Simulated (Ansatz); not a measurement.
```
CELL_PARAMETERS angstrom
      5.19181     0.00000     0.00000
      0.00000     5.99498     4.64067
      0.00000    -2.99749     4.64067
ATOMIC_POSITIONS crystal
  Li 0.00067 0.70873 0.40916
  Li 0.50476 0.20933 0.90916
  Li 0.00984 0.20688 0.40519
  Li 0.48785 0.70290 0.90824
  Ta 0.01261 0.99386 0.97107
  Ta 0.50466 0.49017 0.47291
  Ta 0.00258 0.49312 0.97176
  Ta 0.50105 0.98663 0.46952
  O  0.38770 0.24496 0.51847
  O  0.30527 0.56045 0.19022
  O  0.80737 0.05527 0.69181
  O  0.81909 0.44700 0.31258
  O  0.31742 0.93541 0.81246
  O  0.19326 0.56823 0.68986
  O  0.69196 0.05769 0.18412
  O  0.12046 0.24494 0.02778
  O  0.62380 0.74534 0.50684
  O  0.68042 0.45234 0.81857
  O  0.18120 0.94117 0.31449
```

Spin-polarised, with starting moments of sign Li+ Li0 Li0 Li+ Ta+ Ta0 Ta+ Ta0 O0 O0 O0 O0 O0 O0 O0 O0 O0 O0 O0.

Level of theory: PBE/PAW in Ansatz (a quantum-chemistry and plane-wave program), without spin-orbit coupling. Settings: 5×3×5 k-points, 0.01 eV Fermi–Dirac smearing.

Problem. Predict the total moment of the cell, pressure and gap of the supercell.

Solution. The total moment of the cell is 0.0 μB and the pressure is 0.1 GPa. The gap of the supercell is 0.60 eV.

The magnetic state is the one reached from the starting moments; the real material's order can differ, and small cells can't hold many antiferromagnetic ones. In so small a cell the defect repeats every few ångströms: this is an ordered compound, not a dilute defect. With Ta present, leaving out spin-orbit coupling can change the band edges. Starting moments died away, wholly or in part, for O vacancy; another magnetic solution may exist. The cell was made from LiTaO₃ (space group R3c, No. 161) by this change: O vacancy. The defect cell is spin-polarised and ends with 0.0 μB.
